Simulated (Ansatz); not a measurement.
**How far PBE and PBEsol part for CuI, Cu → Ge**

Take CuI in the zinc blende structure (space group F-43m, No. 216; a = 6.0778 Å) as the base.

(Cell as relaxed with PBE.)

Levels (all Ansatz, a quantum-chemistry and plane-wave program, PAW, earlier PAW set): PBE (420 eV, no SOC); PBEsol (420 eV, without spin-orbit coupling).

Each level relaxes its own structure.

```csv
base,PBE,PBEsol
volume per atom,28.06 Å³,26.19 Å³
lattice parameter a,6.078 Å,5.939 Å
band gap,1.10 eV,1.17 eV
```

Now apply this change: full substitution Cu → Ge, then cell and atoms are relaxed.

```tsv
quantity	PBE	PBEsol
lattice parameter a	7.026 Å	?
band gap	zero	?
```

**Question.** Given the PBE results, estimate those of PBEsol.

**Answer.** 
- lattice parameter a, PBEsol: 6.869 Å
- band gap, PBEsol: zero

PBE's lattice parameter a lies 0.1576 Å above PBEsol's (2.3 %); the two agree on the band gap. Neither level is exact; PBEsol is the comparison here, not a measurement.

Spin-orbit coupling, missing from the scalar runs, can matter with I. Whether these cells are dynamically stable was not tested. As relaxed here, GeI is a hypothetical phase, not in the database extracts checked. All final runs are without spin polarisation. An odd electron count without spin: GeI.
